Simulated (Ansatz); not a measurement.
A calculation on B20 (FeSi-type) MnSi returned lattice constant a 4.472 Å, bulk modulus 219 GPa, cohesive energy 5.13 eV/atom, magnetic moment 0.94 μB.

For reference: lattice constant a 4.560 Å (measured, temperature not stated, not corrected to a static lattice; as tabulated in Wikipedia's data pages); bulk modulus 167 GPa (measured, room temperature, no zero-point or thermal correction; as tabulated in Study of the compressibility of FeSi, MnSi, and CoS2 (JETP Letters), abstract).

**Question.** Which level of theory produced these numbers?
A. revPBE (Ansatz, a quantum-chemistry and plane-wave program)
B. PBE-D3(BJ) (Ansatz)
C. r²SCAN (Ansatz)
D. PBE (Ansatz)

**Answer.** B, PBE-D3(BJ) (Ansatz)

The others give: PBE 4.518 Å, 206 GPa, 4.68 eV/atom, 0.98 μB; r²SCAN 4.557 Å, 185 GPa, 4.28 eV/atom, 2.19 μB; revPBE 4.538 Å, 200 GPa, 4.25 eV/atom, 1.01 μB.

Unless a cell is named, each level is at its own relaxed cell (PBE 11.52, PBE-D3(BJ) 11.18, r²SCAN 11.83, revPBE 11.68 Å³/atom).

Spin-polarised runs: PBE (parallel moments), r²SCAN (parallel moments), revPBE (parallel moments), PBE-D3(BJ) (parallel moments).

Ansatz's density-functional and Hartree–Fock values are scalar-relativistic unless marked +SOC, with PAW data made under PBE.
